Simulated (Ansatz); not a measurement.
**Ir: stress against strain**

Ir (fcc, Fm-3m, 14.211 Å³/atom at rest) under an equal strain ε in the (111) plane with the normal axis free, as in a coherent film. r2SCAN in Ansatz, a plane-wave DFT program (PAW, default set), 500 eV, 29×29×29 Γ-centred mesh, Fermi-Dirac smearing 0.10 eV; ions are relaxed within the symmetry of each cell. Stress is positive for a compressed cell.

Here s stands for strain and y for stress xx.

```
strain (%)  stress xx (GPa)
----------  ---------------
-2.50                     ?
-1.25                 11.37
-0.83                  7.35
-0.42                  3.62
0.00                   0.00
0.42                  -3.43
0.83                  -6.60
1.25                  -9.68
```

Taking a straight line for y over the 7 complete rows: Means: s 0, y 0.376. About the means, the sum of products is -40.852 and the sum of squares of s is 4.8556; the slope is their ratio. Least squares gives y = 0.376 - 8.4134·s. Residuals (row less fit): 0.477, -0.009, -0.290, -0.376, -0.272, 0.007, 0.461; standard error 0.385 (degrees of freedom: 5). The slope gives the biaxial elastic modulus of this plane = 841 ± 17 GPa.

Question: Predict the withheld y at s = -2.50 from the fit, and compare with the calculation.

Answer: y = 0.376 - 8.4134 × (-2.50) = 21.409 GPa. The calculation gives 24.64 GPa, 3.231 GPa above the prediction (9.4 % of the range of y in the table). The row lies outside the fitted rows, so this is an extrapolation. From the scatter of the fitted rows alone, a prediction at this place has a standard error of 0.600 GPa, so the miss is 5.4 times that.

One order more, fitted to all 13 runs of the series, follows each within 0.08, so the miss is the next term of a smooth law. In a metal these values are sensitive to mesh and smearing; energies are taken to zero smearing, stresses follow the free energy. Rows are the converged runs of the series near zero and its far end; series whose fitted rows scatter by over a few per cent of the range, as at a crossing or softening among them, aren't shown in this form. Most that stay on the fit to the last digits aren't either.
